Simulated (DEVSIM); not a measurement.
Structure: abrupt Si p-n junction, at 300 K.

Layer 1 from the left is Si, thickness (μm) 26.0, Na (cm⁻³) 2.8e16, τn (s) 1.5e-6, τp (s) 1.5e-6. Layer 2 from the left is Si, thickness (μm) 12.0, Nd (cm⁻³) 8.7e17, τn (s) 1.5e-6, τp (s) 1.5e-6.

Left contact: ohmic. Right contact: ohmic. Voltage is applied to the left contact. Recombination: SRH at mid-gap, radiative. Mobility is constant in doping.

Constants are typed, rounded textbook-type inputs, not results; the design itself was drawn at random and stands for no fabricated device. Values at 300 K.

Si: gap (eV) 1.124, affinity (eV) 4.05, permittivity 11.7, Nc (cm⁻³) 2.86e19, Nv (cm⁻³) 3.1e19, μn (cm²/Vs) 1417, μp (cm²/Vs) 470, B (cm³/s) 4.7e-15.

Task: Estimate by hand the built-in potential, the peak field at zero bias, the capacitance at -1.5 V, and compare with a numerical solution.

Result: 
- Built-in potential: ni = √(Nc Nv) exp(−Eg/2kT) = 1.08e10 cm⁻³ with Eg = 1.124 eV; Vbi = kT/q ln(Na Nd/ni²) = 0.852 V; numerical 0.852 V.
- Peak field at zero bias: depletion approximation: W = √(2εVbi/(qN)) = 0.202 μm with N = 2.71e16 cm⁻³; field = 2Vbi/W = 84600 V/cm; numerical 87800 V/cm (estimate below by 3.6 %).
- Capacitance at -1.5 V: C = √(qεN / 2(Vbi + |V|)) = 30.9 nF/cm²; numerical 31.3 nF/cm² (estimate below by 1.1 %).

Simulated with DEVSIM: 1D drift-diffusion, Boltzmann statistics, complete ionisation; no tunnelling, impact ionisation, image-force lowering or self-heating.
